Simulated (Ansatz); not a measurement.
Ti₄AlN₃ (P6₃/mmc, No. 194), treated with LDA in Ansatz (PAW).

Numerical settings: plane-wave cutoff 520 eV, 24×24×4 k mesh (along the axes of the cell as run), Fermi–Dirac smearing 0.05 eV, no spin polarisation, scalar-relativistic PAW data made under PBE.

Shape and atoms are relaxed at each volume.

Pressure at four volumes; x = ln(V/10.789 Å³). One pressure is withheld.

```json
[
 {"V (Å³/atom)": "10.357", "x": "-0.0409", "P (GPa)": "?"},
 {"V (Å³/atom)": "10.573", "x": "-0.0202", "P (GPa)": "4.71"},
 {"V (Å³/atom)": "10.789", "x": "0.0000", "P (GPa)": "0.00"},
 {"V (Å³/atom)": "11.220", "x": "0.0392", "P (GPa)": "-8.01"}
]
```

Pass a parabola P(x) through the three rows shown, estimate the bulk modulus and its pressure derivative near zero pressure, and predict the withheld pressure.

Slopes between the rows: (0.00 − (4.71))/(0.0000 − (-0.0202)) = -233.17 and (-8.01 − (0.00))/(0.0392 − (0.0000)) = -204.34 GPa. Their difference over the span 0.0594 is c = 28.83/0.0594 = 485.4 GPa, so P(x) = 4.71 + (-233.17)(x − (-0.0202)) + 485.4 (x − (-0.0202))(x − (0.0000)). At the middle row B = −dP/dx = −[-233.17 + 485.4 × 0.0202] = 223.4 GPa, and B′ = dB/dP = 2c/B = 4.3. At x = -0.0409 the parabola gives 9.95 GPa; the run gives 9.97 GPa. The Birch–Murnaghan fit to the energies at all volumes has B0 = 223 GPa and B′ = 4.5.

Measured, for comparison: bulk modulus 216 ± 2 GPa (room temperature, not corrected to a static lattice; as tabulated in High pressure study of Ti4AlN3 to 55 GPa). Computed less measured: bulk modulus +3.2 %. A static lattice is as a rule a little smaller and stiffer than an uncorrected measurement, which can account for part of this in the bulk modulus.

Note: the run has no spin polarisation, so it can have missed a magnetic state.

Ansatz is a first-principles code.
